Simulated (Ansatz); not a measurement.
# Pressure series in hypothetical fluorite BeBr2

Take BeBr2 in the fluorite structure (space group Fm-3m, No. 225; a hypothetical phase, not in the database extracts checked) as the base.

```yaml
crystal:
  lattice:
    - [0.00000, 3.24238, 3.24238]
    - [3.24238, 0.00000, 3.24238]
    - [3.24238, 3.24238, 0.00000]
  atoms:
    - { symbol: Be, position: [0.00000, 0.00000, 0.00000] }
    - { symbol: Br, position: [0.25000, 0.25000, 0.25000] }
    - { symbol: Br, position: [0.75000, 0.75000, 0.75000] }
```

Cell and atoms are relaxed at each pressure.

All numbers come from PBE (Ansatz, an electronic-structure program), no spin-orbit coupling.

Notes on the quantities. enthalpy: H = E + PV relative to the base's energy.

```tsv
change	band gap	enthalpy	density
base	0.23 eV	–	4.11 g/cm³
pressure −2 GPa	0.14 eV	-0.29 eV/atom	3.92 g/cm³
pressure −1 GPa	0.19 eV	-0.14 eV/atom	4.02 g/cm³
pressure 1.8 GPa	0.31 eV	+0.25 eV/atom	4.26 g/cm³
pressure 4.2 GPa	0.39 eV	+0.57 eV/atom	4.43 g/cm³
pressure 9 GPa	0.51 eV	+1.18 eV/atom	4.72 g/cm³
pressure 18 GPa	0.07 eV	+2.25 eV/atom	5.16 g/cm³
pressure 30 GPa	zero	+3.54 eV/atom	5.66 g/cm³
pressure 45 GPa	zero	+5.01 eV/atom	6.22 g/cm³
pressure 60 GPa	zero	+6.36 eV/atom	6.72 g/cm³
```

The mesh was chosen for an insulator and is coarse for the gapless case. Load acts through the strain it causes; cell and atoms are relaxed under it. Stability against distortions was not tested. No other phases were tried under pressure. All final runs are without spin polarisation. The zero or small gap of BeBr2 can change with the level of theory.
